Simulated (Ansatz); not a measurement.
Results of PBEsol (Ansatz, an electronic-structure program, plane waves, PAW) for rutile MgH₂.

Numerical settings: plane-wave cutoff 520 eV, 6×6×8 k mesh (along the axes of the cell as run), scalar-relativistic PAW data made under PBE.

Cell (measured lattice):

```
CELL_PARAMETERS angstrom
      4.50100     0.00000     0.00000
      0.00000     4.50100     0.00000
      0.00000     0.00000     3.01000
ATOMIC_POSITIONS crystal
  Mg 0.00000 0.00000 0.00000
  Mg 0.50000 0.50000 0.50000
  H  0.30444 0.30444 0.00000
  H  0.80444 0.19556 0.50000
  H  0.19556 0.80444 0.50000
  H  0.69556 0.69556 0.00000
```

### Question
Estimate the Voigt–Reuss–Hill bulk modulus, elastic constant C12, elastic constant C13, elastic constant C11, elastic constant C33, elastic constant C44 and elastic constant C66 that the calculation returns.

### Answer

- Voigt–Reuss–Hill bulk modulus = 49.2 GPa
- elastic constant C12 = 37.7 GPa
- elastic constant C13 = 29.0 GPa
- elastic constant C11 = 67.0 GPa
- elastic constant C33 = 129 GPa
- elastic constant C44 = 35.4 GPa
- elastic constant C66 = 51.0 GPa

Note: the cell isn't this level's own, so it is under some stress, which shifts stiffness and frequencies.

Elastic constants are with the ions relaxed.

Static lattice: no zero-point or thermal effects.
